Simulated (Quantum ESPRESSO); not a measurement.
**Sensitivity of a calculation on Sc₂Ge₂O₇ (Fd-3m, 22 atoms in the cell) to its settings**

```yaml
crystal:
  lattice:
    - [0.00000, 4.88167, 4.88167]
    - [4.88167, 0.00000, 4.88167]
    - [4.88167, 4.88167, 0.00000]
  atoms:
    - { symbol: Sc, position: [0.12500, 0.12500, 0.12500] }
    - { symbol: Sc, position: [0.62500, 0.12500, 0.12500] }
    - { symbol: Sc, position: [0.12500, 0.12500, 0.62500] }
    - { symbol: Sc, position: [0.12500, 0.62500, 0.12500] }
    - { symbol: Ge, position: [0.62500, 0.12500, 0.62500] }
    - { symbol: Ge, position: [0.62500, 0.62500, 0.62500] }
    - { symbol: Ge, position: [0.12500, 0.62500, 0.62500] }
    - { symbol: Ge, position: [0.62500, 0.62500, 0.12500] }
    - { symbol: O, position: [0.25000, 0.25000, 0.25000] }
    - { symbol: O, position: [0.00000, 0.00000, 0.00000] }
    - { symbol: O, position: [0.70692, 0.29308, 0.29308] }
    - { symbol: O, position: [0.54308, 0.95692, 0.54308] }
    - { symbol: O, position: [0.29308, 0.70692, 0.70692] }
    - { symbol: O, position: [0.95692, 0.54308, 0.95692] }
    - { symbol: O, position: [0.29308, 0.70692, 0.29308] }
    - { symbol: O, position: [0.54308, 0.54308, 0.95692] }
    - { symbol: O, position: [0.70692, 0.29308, 0.70692] }
    - { symbol: O, position: [0.95692, 0.95692, 0.54308] }
    - { symbol: O, position: [0.29308, 0.29308, 0.70692] }
    - { symbol: O, position: [0.95692, 0.54308, 0.54308] }
    - { symbol: O, position: [0.70692, 0.70692, 0.29308] }
    - { symbol: O, position: [0.54308, 0.95692, 0.95692] }
```

Base run A: PBEsol, GBRV 1.5 ultrasoft (PBESOL) pseudopotentials run with Quantum ESPRESSO 7.5, self-consistent single point.

Its settings: ecutwfc = 50 Ry; ecutrho = 400 Ry; occupations = smearing; smearing = fermi-dirac; degauss = 0.00147 Ry; potentials = {Sc: sc_pbesol_v1.uspp.F.UPF, Ge: ge_pbesol_v1.4.uspp.F.UPF, O: o_pbesol_v1.2.uspp.F.UPF}; K_POINTS = automatic 5 5 5 0 0 0; conv_thr = 1e-09 Ry.

The starting cell comes from a database of computed structures (which also holds hypothetical and non-ambient phases and stackings), without a prior relaxation at this level. Its lattice was rescaled by a random factor within 2.5 % of one. In the base run, with a pressure of about -10 GPa the cell is away from its equilibrium volume at this level.

ΔF is the free energy per atom less that of run A. A dash stands where there is no value to compare (another energy zero or no entropy term, no result, no spin, no clean gap, or a mesh too coarse for one). Total energies depend on the potentials, the functional and any Hubbard or dispersion term, so they are compared only between runs that share all of them.

Run A gave: pressure (GPa) -9.59; largest force (eV/Å) 0.141; k-points 10; valence electrons 184.

Runs:
- B: nbnd: default → 93
- C: ecutwfc: 50 Ry → 57 Ry; ecutrho: 400 Ry → 456 Ry
- D: K_POINTS: automatic 5 5 5 0 0 0 → automatic 1 1 1 0 0 0
- E: lattice scaled by 1.03; ecutwfc: 50 Ry → 30 Ry; ecutrho: 400 Ry → 240 Ry
- F: pseudopotentials: {Sc: sc_pbesol_v1.uspp.F.UPF, Ge: ge_pbesol_v1.4.uspp.F.UPF, O: o_pbesol_v1.2.uspp.F.UPF} → {Sc: sc_pbe_v1.uspp.F.UPF, Ge: ge_pbe_v1.4.uspp.F.UPF, O: o_pbe_v1.2.uspp.F.UPF}; input_dft: default → vdw-df [vdW-DF]
- G: ecutwfc: 50 Ry → 55 Ry; ecutrho: 400 Ry → 440 Ry; pseudopotentials: {Sc: sc_pbesol_v1.uspp.F.UPF, Ge: ge_pbesol_v1.4.uspp.F.UPF, O: o_pbesol_v1.2.uspp.F.UPF} → {Sc: Sc.pbe-spn-kjpaw_psl.1.0.0.UPF, Ge: Ge.pbe-n-kjpaw_psl.1.0.0.UPF, O: O.pbe-n-kjpaw_psl.0.1.UPF}; input_dft: default → pbesol
- H: startingwfc: default → random

Question: What does run F change against A?

Answer: The pressure goes from -9.59 to 1.56 GPa, the largest force goes from 0.141 to 0.227 eV/Å and the gap on the mesh goes from 3.594 to 3.661 eV.

Question: What does run C change against A?

Answer: The free energy falls by 3.3 meV/atom, the pressure goes from -9.59 to -9.47 GPa, the largest force stays at 0.141 eV/Å and the gap on the mesh stays at 3.594 eV.

Question: What does run E change against A?

Answer: The free energy rises by 222 meV/atom, the pressure goes from -9.59 to -35.98 GPa, the largest force goes from 0.141 to 0.042 eV/Å and the gap on the mesh goes from 3.594 to 2.556 eV.

```csv
run,ΔF (meV/atom),pressure (GPa),largest force (eV/Å),k-points,valence electrons
A,0.00,-9.59,0.141,10,184
B,0.00,-9.59,0.141,10,184
C,-3.3,-9.47,0.141,10,184
D,21.8,-11.00,0.270,1,184
E,222.2,-35.98,0.042,10,184
F,–,1.56,0.227,10,184
G,–,-4.68,0.561,10,144
H,0.00,-9.59,0.141,10,184
```
